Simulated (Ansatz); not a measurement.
An Ansatz (a quantum-chemistry and plane-wave program) run: SiC with a change (uniaxial strain ε_xx = −1.50 %); LDA, PAW, 420 eV (Ansatz; no SOC).

Input:

Ansatz 0.2 input:
```yaml
crystal:
  lattice:
    - [3.0125771134, 0, 0]
    - [-1.5062885567, 2.6486987929, 0]
    - [0, 0, 10.0119977635]
  atoms:
    - { symbol: Si, position: [0, 0, 0.5003095146] }
    - { symbol: Si, position: [0, 0, 0.0003095146] }
    - { symbol: Si, position: [0.3333333333, 0.6666666667, 0.2502510735] }
    - { symbol: Si, position: [0.6666666667, 0.3333333333, 0.7502510735] }
    - { symbol: C, position: [0, 0, 0.3128557656] }
    - { symbol: C, position: [0, 0, 0.8128557656] }
    - { symbol: C, position: [0.3333333333, 0.6666666667, 0.0622136463] }
    - { symbol: C, position: [0.6666666667, 0.3333333333, 0.5622136463] }
basis: { ecutwfc: 420, ecutrho_ratio: 4, xc_grid: 2, fft_grid_basis: typed }
kpoints: { mp_grid: { grid: [12, 12, 4] } }
hamiltonian:
  xc: lda
  dispersion: none
  pseudopotentials: { kind: paw }
scf: { occupations: { method: fermi_dirac, width: 0.05 }, convergence: { dr2_threshold: 0.0000000008 } }
relax: { f_tol: 0.005, max_steps: 50 }
output: { forces: true, stress: true }
checkpoint: { write: state.ck, write_every: 1000 }
```

Output (explanatory and most iteration lines left out):

```
Relaxation: its limit of steps is 50 (relax.max_steps)
Pseudopotential: Si, paw, valence charge 4
Pseudopotential: C, paw, valence charge 4
Crystal: 8 atoms, lattice volume = 79.890 Å³
Basis set: ecut = 420 eV, 1545 PW (Γ), exchange–correlation on 48×48×144 points (8 copies of the dense FFT grid, shifted against one another)
Bands: 24, of which v1, the nominal top of the filled ones, is band 16 counted from 1 (15 counted from 0)
Symmetry: 4 space group operations
Space group: Cmc21 (ITA 36), of the structure as read, at distance tolerance 4.3e-5 Å
k-points: 129 of 576 (time reversal used)
Functional: x = slater, c = lda
SCF iter   1: F=—  HF=-3408.794617 eV  |F-HF|=—  |Δ(HF+E_count)|=         —  Δρ=7.79e-3  dr2=4.87e-2  ethr=1.77e-3  ⟨swp⟩=6.3  Hψ=17620  notcnv=0  defer=14
SCF iter   2: F=—  HF=-3408.780676 eV  |F-HF|=—  |Δ(HF+E_count)|=   1.39e-2  Δρ=2.76e-3  dr2=2.56e-3  ethr=1.52e-4  ⟨swp⟩=2.9  Hψ=6353  notcnv=0  defer=324
SCF 1 converged in 8 iterations: F = -3408.780003 eV  dr2 = 1.34e-11
relax step   1: F+E_penalty+E_count = -3408.78000350 eV  Δ(F+E_penalty+E_count) = +0.000e0 eV  max|allowed force component| = 1.637e-1 eV/Å  Δτ_max = 0.0000 Å  (8 SCF iters, accepted)
Crystal: 8 atoms, lattice volume = 79.890 Å³
SCF iter   1: F=—  HF=-3408.782521 eV  |F-HF|=—  |Δ(HF+E_count)|=         —  Δρ=1.33e-3  dr2=1.27e-3  ethr=3.87e-6  ⟨swp⟩=1.6  Hψ=10504  notcnv=0  defer=386
SCF iter   2: F=—  HF=-3408.782039 eV  |F-HF|=—  |Δ(HF+E_count)|=   4.82e-4  Δρ=4.67e-4  dr2=9.45e-5  ethr=3.87e-6  ⟨swp⟩=2.5  Hψ=4513  notcnv=0  defer=386
SCF 2 converged in 6 iterations: F = -3408.782016 eV  dr2 = 1.79e-10
relax step   2: F+E_penalty+E_count = -3408.78201647 eV  Δ(F+E_penalty+E_count) = -2.013e-3 eV  max|allowed force component| = 9.600e-2 eV/Å  Δτ_max = 0.0090 Å  (6 SCF iters, accepted)
Crystal: 8 atoms, lattice volume = 79.890 Å³
SCF iter   1: F=—  HF=-3408.783500 eV  |F-HF|=—  |Δ(HF+E_count)|=         —  Δρ=9.46e-4  dr2=6.61e-4  ethr=1.31e-5  ⟨swp⟩=2.2  Hψ=7663  notcnv=0  defer=388
SCF iter   2: F=—  HF=-3408.783225 eV  |F-HF|=—  |Δ(HF+E_count)|=   2.76e-4  Δρ=2.84e-4  dr2=3.99e-5  ethr=2.07e-6  ⟨swp⟩=2.2  Hψ=5822  notcnv=0  defer=388
SCF 3 converged in 6 iterations: F = -3408.783213 eV  dr2 = 4.94e-11
relax step   3: F+E_penalty+E_count = -3408.78321266 eV  Δ(F+E_penalty+E_count) = -1.196e-3 eV  max|allowed force component| = 1.159e-2 eV/Å  Δτ_max = 0.0051 Å  (6 SCF iters, accepted)
Crystal: 8 atoms, lattice volume = 79.890 Å³
SCF iter   1: F=—  HF=-3408.783234 eV  |F-HF|=—  |Δ(HF+E_count)|=         —  Δρ=1.67e-4  dr2=1.88e-5  ethr=1.19e-6  ⟨swp⟩=2.5  Hψ=6818  notcnv=0  defer=388
SCF iter   2: F=—  HF=-3408.783227 eV  |F-HF|=—  |Δ(HF+E_count)|=   7.27e-6  Δρ=6.27e-5  dr2=1.63e-6  ethr=5.87e-8  ⟨swp⟩=2.0  Hψ=5827  notcnv=0  defer=388
SCF 4 converged in 6 iterations: F = -3408.783225 eV  dr2 = 4.56e-12
relax step   4: F+E_penalty+E_count = -3408.78322513 eV  Δ(F+E_penalty+E_count) = -1.247e-5 eV  max|allowed force component| = 1.032e-3 eV/Å  Δτ_max = 0.0010 Å  (6 SCF iters, accepted)
SCF converged after 6 iterations
Free energy (F): -3408.783225 eV
Internal energy: -3408.783225 eV  (E = F + TS)
E sigma→0 (E₀):  -3408.783225 eV
Fermi energy:    10.884350 eV
--- Forces (eV/Å), atoms counted from 1 ---
  atom   1  Si     0.00000000    -0.00016130     0.00046824
  atom   2  Si     0.00000000     0.00016130     0.00046824
  atom   3  Si     0.00000000    -0.00015225    -0.00042407
  atom   4  Si     0.00000000     0.00015225    -0.00042407
  atom   5  C      0.00000000    -0.00049827     0.00071315
  atom   6  C      0.00000000     0.00049827     0.00071315
  atom   7  C      0.00000000    -0.00103183    -0.00075747
  atom   8  C      0.00000000     0.00103183    -0.00075747
--- Stress (GPa, compression-positive) ---
        8.025669       0.000000       0.000000
        0.000000       1.821268       0.000000
        0.000000       0.000000       0.933053
  P = ⅓ Tr σ = 3.5933 GPa (35.933 kbar)
--- Relaxed structure (4 steps of the walk, 4 accepted, 0 SCFs on fresh bases) ---
  atoms:
    - { symbol: Si, position: [0.0009922702087288612, 0.0019845404174577224, 0.5000854952736563] }
    - { symbol: Si, position: [-0.0009922702087288612, -0.0019845404174577224, 8.549527365643893e-5] }
    - { symbol: Si, position: [0.3319461567243472, 0.6638923134486944, 0.25004369454801106] }
    - { symbol: Si, position: [0.668053843275653, 0.3361076865513057, 0.7500436945480111] }
    - { symbol: C, position: [4.235168474904831e-5, 8.470336949809662e-5, 0.31305199528861904] }
    - { symbol: C, position: [-4.235168474904827e-5, -8.470336949809654e-5, 0.8130519952886187] }
    - { symbol: C, position: [0.3308675444794609, 0.6617350889589217, 0.0624488148897134] }
    - { symbol: C, position: [0.6691324555205392, 0.33826491104107825, 0.5624488148897134] }
```

Stability against distortions was not tested. The cell was made from SiC (space group P6_3mc, No. 186) by this change: uniaxial strain ε_xx = −1.50 %.
